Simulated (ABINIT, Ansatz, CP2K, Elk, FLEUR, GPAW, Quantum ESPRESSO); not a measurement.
**LiCl (Fm-3m, 2 atoms in the cell) computed with different codes at matched settings**

Self-consistent single point.

```yaml
crystal:
  lattice:
    - [0.00000, 2.57000, 2.57000]
    - [2.57000, 0.00000, 2.57000]
    - [2.57000, 2.57000, 0.00000]
  atoms:
    - { symbol: Li, position: [0.00000, 0.00000, 0.00000] }
    - { symbol: Cl, position: [0.50000, 0.50000, 0.50000] }
```

All programs got the same cell, k-point mesh and kind of occupations (in Ansatz's words: kpoints.mp_grid.grid = 8 8 8; scf.occupations.method = fermi_dirac; scf.occupations.width = 0.0007 Ry); potentials, basis and cutoffs are each program's usual ones.

```json
[
 {"code": "ABINIT", "model": "PBE, norm-conserving pseudopotentials (PseudoDojo nc-sr-05 PBE standard)", "gap on the mesh (eV)": "6.294", "k-points": "29", "cutoff": "37 Ha"},
 {"code": "GPAW", "model": "PBE, GPAW PAW datasets PBE (gpaw-data 1.0.1)", "gap on the mesh (eV)": "6.288", "k-points": "29", "cutoff": "500 eV"},
 {"code": "FLEUR", "model": "PBE, all-electron FLAPW (FLEUR), scalar-relativistic valence", "gap on the mesh (eV)": "6.470", "k-points": "29", "cutoff": "Kmax 4.1 1/bohr"},
 {"code": "CP2K", "model": "PBE, GPW, DZVP-MOLOPT-SR-GTH basis, GTH-PBE potentials (GTH_POTENTIALS)", "gap on the mesh (eV)": "6.221", "k-points": "260", "cutoff": "grid 400 Ry"},
 {"code": "Ansatz", "model": "PBE, default PAW files", "gap on the mesh (eV)": "6.293", "k-points": "29", "cutoff": "default"},
 {"code": "Elk", "model": "PBE, all-electron FP-LAPW, Elk's shipped species files, default APW+lo basis", "gap on the mesh (eV)": "6.187", "k-points": "29", "cutoff": "rgkmax 7"},
 {"code": "Quantum ESPRESSO", "model": "PBE, GBRV 1.5 ultrasoft (PBE) pseudopotentials", "gap on the mesh (eV)": "6.293", "k-points": "29", "cutoff": "40 Ry"}
]
```

Gaps are read on the mesh.

The spread over the programs that give each value: gap on the mesh within 0.283 eV.

The starting cell has typed, rounded lattice constants, without a prior relaxation at this level.

### Question
Why do the programs differ, and what cannot be compared?

### Answer
Differences of this kind can come from the potentials, where these differ, and from what each basis and cutoff leave unconverged. The valence holds different numbers of electrons (ABINIT 10, GPAW 8, FLEUR 8, CP2K 10, Ansatz (a program for electronic structure) 10, Quantum ESPRESSO 10). The zero of total energies and Fermi levels follows the potentials and each program's conventions, so they are not compared here. CP2K uses small atom-centred bases, whose incompleteness enters pressures, forces and empty levels differently from a plane-wave cutoff. FLEUR and Elk treat all electrons, but the usual bases taken here (sphere radii, linearisation, local orbitals, empty states) were not tested for convergence, so the values are no reference for the others. Ansatz's smearing width was typed in Ry to four decimals, so it matches the others to a few per cent. The programs reduce the same mesh by symmetry to different extents, which changes the work and not the result. In the gap, FLEUR (by 0.177) lies more than 0.12 eV from the median of the plane-wave programs.

Left out of this page: SIESTA (failed or unconverged).

Keys are those of Ansatz 0.2.
